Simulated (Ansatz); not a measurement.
Base system: Rh in the fcc (Cu type) structure (space group Fm-3m, No. 225; a = 3.7551 Å; relaxed with 0.1 eV smearing). Axes: x, y, z lie along the cube axes.

Structures relaxed with Kohn–Sham DFT with the LDA functional, run in Ansatz (an electronic-structure program) with PAW and 420 eV plane waves, no SOC.

Base:

Simulated powder pattern, Cu Kα, λ = 1.54184 Å (kinematic, ideal powder, no thermal factors, no anomalous dispersion; the 10 strongest lines at most, above 2 %, up to 2θ = 90°):

```tsv
2θ (°)	I/Imax (%)	hkl
41.66	100	(111)
48.48	47	(200)
71.00	29	(220)
85.83	35	(311)
```

Perturbation: biaxial strain +0.50 %, plane normal [001], relaxed out of plane (Cartesian); in-plane vectors clamped, the third vector and the atoms free.

After the change:

Simulated powder pattern, Cu Kα, λ = 1.54184 Å (kinematic, ideal powder, no thermal factors, no anomalous dispersion; the 10 strongest lines at most, above 2 %, up to 2θ = 90°):

```json
[
 {"2θ (°)": "41.58", "d (Å)": "2.172", "I/Imax (%)": "100", "hkl": "(111)"},
 {"2θ (°)": "48.23", "d (Å)": "1.887", "I/Imax (%)": "32", "hkl": "(200)"},
 {"2θ (°)": "48.72", "d (Å)": "1.869", "I/Imax (%)": "15", "hkl": "(002)"},
 {"2θ (°)": "70.59", "d (Å)": "1.334", "I/Imax (%)": "9.7", "hkl": "(220)"},
 {"2θ (°)": "70.98", "d (Å)": "1.328", "I/Imax (%)": "19", "hkl": "(202)"},
 {"2θ (°)": "85.39", "d (Å)": "1.137", "I/Imax (%)": "24", "hkl": "(311)"},
 {"2θ (°)": "86.12", "d (Å)": "1.129", "I/Imax (%)": "12", "hkl": "(113)"}
]
```

The indices refer to the base's conventional cell; one index is shown for lines that coincide. The space group is now I4/mmm (No. 139).

No phonon test of stability was made. All final runs are without spin polarisation.
